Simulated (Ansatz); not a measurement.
Start from CdS in the zinc blende structure (space group F-43m, No. 216).

```xyz
2
Lattice="0.0000 2.9122 2.9122 2.9122 0.0000 2.9122 2.9122 2.9122 0.0000" Properties=species:S:1:pos:R:3 pbc="T T T"
S      4.3683     4.3683     4.3683
Cd     0.0000     0.0000     0.0000
```

Method: Kohn–Sham DFT with the PBEsol functional, run in Ansatz (a first-principles code) with PAW and 420 eV plane waves, no SOC.

For the base:

The band gap comes out as 1.01 eV and the pressure comes out as 0.00 GPa. The gap character is direct at Γ.

Now apply this change: every lattice vector is stretched by 1.32 %, atoms relaxed at fixed cell.

### Question
What happens to the energy relative to the base, band gap, pressure and gap character?

### Answer
The energy rises by 7.1 meV/atom; the band gap drops by 0.08 eV, from 1.01 eV to 0.93 eV; the pressure goes from zero to -2.21 GPa; the gap character remains direct at Γ.

The cells carry an imposed strain or load. Whether these cells are dynamically stable was not tested.
